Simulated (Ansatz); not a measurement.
# Habitual settings against a tight run: Al3Cu2 (P-3m1, 5 atoms in the cell)

Self-consistent single point.

```
Al3Cu2
1.0
    4.05389     0.00000     0.00000
   -2.02695     3.51078     0.00000
    0.00000     0.00000     4.94635
Al Cu
3 2
Direct
  0.00000   0.00000   0.00000
  0.33333   0.66667   0.34993
  0.66667   0.33333   0.65007
  0.33333   0.66667   0.83951
  0.66667   0.33333   0.16049
```

Computed with PBEsol, PAW files made with PBE (plane waves; Ansatz, an electronic-structure program).

Base settings: basis.ecutwfc = 420 eV; kpoints.mp_grid.grid = 8 8 6; hamiltonian.xc = pbesol; hamiltonian.pseudopotentials = {kind: paw} (the program's default PAW files); scf.occupations.method = fermi_dirac; scf.occupations.width = 0.1 eV.

Tight run (finer mesh or higher cutoff; not a proven limit): basis.ecutwfc: 420 eV → 590 eV; kpoints.mp_grid.grid: 8 8 6 → 11 11 9; scf.convergence.dr2_threshold: default (1e-07 eV) → 1e-09 eV. It gave Fermi level (on the code's own zero) 11.51 eV; pressure 3.64 GPa; largest force (vector length) 0.088 eV/Å.

Quick runs, as changes from the base:
- A: the base itself
- B: basis.ecutwfc: 420 eV → 250 eV; kpoints.mp_grid.grid: 8 8 6 → 1 1 1
- C: kpoints.mp_grid.grid: 8 8 6 → 4 4 4; hamiltonian.xc: pbesol → lda; scf.convergence.dr2_threshold: default (1e-07 eV) → 0.0001 eV [LDA (PW92)]
- D: basis.ecutwfc: 420 eV → 210 eV; kpoints.mp_grid.grid: 8 8 6 → 4 4 4; scf.occupations.method: fermi_dirac → methfessel_paxton; scf.occupations.width: 0.1 eV → 0.2 eV; scf.convergence.dr2_threshold: default (1e-07 eV) → 0.0001 eV

Energies are extrapolated to zero smearing width, which holds to low order in the width alone.

Dashes: energy of C, another energy zero.

† marks runs with another functional, U, potentials or spin treatment: their distance from the tight run is not a convergence error alone.

The count of work is k-points × plane waves × bands × iterations; it is no time. 

Pressures in the table are Ansatz's without its Pulay estimate, at a fixed set of plane waves; the tight run's value above holds the estimate.

The starting cell comes from a database of computed structures (which also holds hypothetical and non-ambient phases and stackings), without a prior relaxation at this level. Its lattice was rescaled by a random factor within 2.5 % of one. Spin polarisation is off. In the base run, with a pressure of about 4 GPa the cell is away from its equilibrium volume at this level.

| run | energy less tight (meV/atom) | pressure less tight (GPa) | largest miss in a force vector (eV/Å) | count of work / tight |
|---|---|---|---|---|
| A | 0.6 | -0.03 | 0.006 | 0.21 |
| B | 3001.9 | -47.60 | 0.843 | 0.0018 |
| C† | – | -3.33 | 0.100 | 0.042 |
| D | 2862.8 | -156.94 | 0.152 | 0.015 |

Among the runs at the tight run's level, the energy misses run from 0.6 to 3001.9 meV/atom.

Left out of this page: 2 runs of the series unsound by tests on forces, stress, charge or solver warnings.

Keys are those of Ansatz 0.2.
